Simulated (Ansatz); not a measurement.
Results of HSE06 in Ansatz (PAW) for GaAlN2 (P3m1, No. 156, 4 atoms in the cell; start mp-1228894).

Input file:

Ansatz 0.2 input:
```yaml
crystal:
  lattice:
    - [3.1466504641, 0.0, 0.0]
    - [-1.573325232, 2.7250792387, 0.0]
    - [0.0, 0.0, 5.0963878987]
  atoms:
    - { symbol: Al, position: [0.0, 0.0, 0.999524109] }
    - { symbol: Ga, position: [0.6666666667, 0.3333333333, 0.49719832] }
    - { symbol: N, position: [0.6666666667, 0.3333333333, 0.1125670816] }
    - { symbol: N, position: [0.0, 0.0, 0.6271004894] }
basis:
  ecutwfc: 460
  ecutrho_ratio: 4
  xc_grid: 2
kpoints:
  mp_grid: { grid: [9, 9, 6] }
hamiltonian:
  xc: hse06
  dispersion: none
  pseudopotentials: { kind: paw }
scf:
  occupations: { method: fermi_dirac, width: 0.01 }
  convergence: { dr2_threshold: 0.0000000004 }
output:
  forces: true
  stress: true
  eigenvalues: true
```

**Question.** How many irreducible k-points, plane waves at Γ does the program set up, and what pressure does the run end with?

**Answer.** 62 irreducible k-points, 989 plane waves at Γ; P = -0.89 GPa, so the cell is stretched on average and its volume would shrink at this level.

Output (set-up and result lines):

```
WARN output.stress: scf.exx.energy_threshold = 1e-6 eV is looser than the 4e-8 eV advised for a stress under a hybrid functional (1e-8 eV for each atom of the …
Crystal: 4 atoms, lattice volume = 43.701 Å³
Basis set: ecut = 460 eV, 989 PW (Γ), exchange–correlation on 48×48×72 points (8 copies of the dense FFT grid, shifted against one another)
Bands: 17, of which v1, the nominal top of the filled ones, is band 13 counted from 1 (12 counted from 0)
Symmetry: 6 space group operations
Space group: P3m1 (ITA 156), of the structure as read, at distance tolerance 3.5e-5 Å
k-points: 62 of 486 (time reversal used)
SCF iter   1: F=—  HF=-5092.128347 eV  |F-HF|=—  |Δ(HF+E_count)|=         —  Δρ=1.89e-3  dr2=3.55e-3
SCF iter   2: F=-5092.127879 eV  HF=-5092.128173 eV  |F-HF|=2.94e-4  |Δ(HF+E_count)|=   1.74e-4  Δρ=8.24e-4  dr2=4.83e-4
Crystal: 4 atoms, lattice volume = 43.701 Å³
Initial density: handed on by an earlier stage of this run
  ...
Crystal: 4 atoms, lattice volume = 43.701 Å³
SCF iter   5: F=—  HF=-5093.098168 eV  |F-HF|=—  |Δ(HF+E_count)|=   1.23e-8  Δρ=2.39e-6  dr2=1.69e-9
SCF iter   6: F=-5093.098168 eV  HF=-5093.098168 eV  |F-HF|=5.46e-12  |Δ(HF+E_count)|=  4.93e-10  Δρ=3.04e-7  dr2=6.29e-11
SCF 3 converged in 6 iterations: F = -5093.098168 eV  dr2 = 6.29e-11
Free energy (F): -5093.098168 eV
Internal energy: -5093.098168 eV  (E = F + TS)
E sigma→0 (E₀):  -5093.098168 eV
Fermi energy:    9.778623 eV
--- Forces (eV/Å), atoms counted from 1 ---
  atom   1  Al    -0.00000000     0.00000000    -0.06734344
  atom   2  Ga     0.00000000    -0.00000000     0.07819682
  atom   3  N     -0.00000000     0.00000000    -0.03365733
  atom   4  N      0.00000000     0.00000000     0.02296390
--- Stress (GPa, compression-positive) ---
       -0.795701      -0.000000       0.000000
       -0.000000      -0.795701      -0.000000
        0.000000      -0.000000      -1.091226
  P = ⅓ Tr σ = -0.8942 GPa (-8.942 kbar)
```

The PAW data were made under PBE.

Note: cell and atoms aren't relaxed at this level (largest force component 0.08 eV/Å, pressure -0.9 GPa).

Cost on a shared machine: around 4 core-minutes (rough).

A start named mp-… is a Materials Project structure, which need not be a measured phase.

Ansatz is an electronic-structure program.
